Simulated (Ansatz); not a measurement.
The starting structures come from a database of crystals and need not be the phases stable at ambient conditions.

 Where the default PAW files enter, the runs use the earlier of Ansatz's two default sets.

Tunnelling through a barrier is set by its complex band structure: the current falls as exp(−2κd) with the smallest κ.

Given:

```
CELL_PARAMETERS angstrom
      6.72106     0.00000     0.00000
      2.27335     6.32492     0.00000
      2.22385    -3.16246     3.86609
ATOMIC_POSITIONS crystal
  Sr 0.25000 0.25000 0.50000
  Sr 0.00000 0.00000 0.00000
  H  0.54589 0.54589 0.64710
  H  0.14879 0.44299 0.14710
  H  0.54589 0.54589 0.35290
  H  0.44299 0.14879 0.85290
  H  0.70411 0.70411 0.14710
  H  0.10121 0.80701 0.35290
  H  0.70411 0.70411 0.85290
  H  0.80701 0.10121 0.64710
  N  0.01185 0.01185 0.50000
  N  0.76185 0.76185 0.00000
  N  0.23815 0.23815 0.00000
  N  0.48815 0.48815 0.50000
```

Space group of this cell: I4_1/amd. The cell is taken as given.

Transport runs along the normal of the first two printed cell vectors, the (110) plane of the conventional cell.

The gap is the functional's own. No spin-orbit coupling. Mid-gap values are interpolated on the energy grid.

### Question
Estimate the band gap and the smallest decay constant κ at mid-gap that PBEsol (Ansatz, a quantum-chemistry and plane-wave program) returns for this system.

### Answer
Gap 2.29 eV on a 8×8×8 mesh; κ = 0.276 1/Å, at the zone centre.
